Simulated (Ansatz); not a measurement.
## What isotropic strain −3.34 % does to Cs2AgBiBr6

Start from Cs2AgBiBr6 (space group Fm-3m, No. 225; a = 11.344 Å).

One thing is altered: the cell is scaled by 0.9666 in all directions, atoms relaxed at fixed cell.

Level of theory: plane-wave PAW DFT at the r2SCAN level (Ansatz, a quantum-chemistry and plane-wave program, 500 eV), no spin-orbit coupling, earlier PAW set. Settings: 5×5×5 k-points, 0.05 eV Fermi–Dirac smearing.

* **Volume per atom**: 32.96 Å³ (base 36.49 Å³)
* **Space group**: Fm-3m (No. 225) (base Fm-3m (No. 225))
* **Shortest interatomic distance**: 2.693 Å (base 2.815 Å)
* **Energy relative to the base (free energy F)**: +33 meV/atom
* **Pressure**: 3.35 GPa (base 0.00 GPa)
* **Band gap**: 1.48 eV (base 1.67 eV)
* **Gap character**: indirect, X → L (base indirect, X → L)
* **Smallest direct gap**: 2.75 eV (base 2.70 eV)
* **Electron mass**: 0.37 mₑ along k, 0.26 mₑ across (at L) (base 0.36 mₑ along k, 0.27 mₑ across (at L))
* **Hole mass**: 0.16 mₑ along k, 0.63 mₑ across (at X) (base 0.20 mₑ along k, 0.76 mₑ across (at X))
* **Largest internal atomic displacement**: 0.027 Å

With Bi present, leaving out spin-orbit coupling can change the band edges. Effective masses come from finite differences of ±0.01 Å⁻¹. Along k means along the line from Γ to the band edge. Stability against distortions was not tested.
